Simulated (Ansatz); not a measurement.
Start from MgO in the rock salt structure (space group Fm-3m, No. 225; a = 4.2141 Å). Axes: x, y, z lie along the cube axes.

The values are results of Ansatz (a quantum-chemistry and plane-wave program) PBEsol, without spin-orbit coupling, not measurements.

Before the change:

The electron mass comes out as 0.34 mₑ (at Γ) and the volume per atom is 9.35 Å³.

Perturbation: biaxial strain +0.76 %, plane normal [111], relaxed out of plane (Cartesian); in-plane vectors clamped, the third vector and the atoms free.

### Question
What happens to the electron mass?

### Answer
The electron mass remains 0.34 mₑ (at Γ).

### Question
What does the calculation give for the volume per atom after the change?

### Answer
The volume per atom rises by 0.12 Å³, from 9.35 Å³ to 9.47 Å³.

The levels and masses belong to the bands next to the band gap. Effective masses come from finite differences of ±0.01 Å⁻¹. Stability against distortions was not tested.
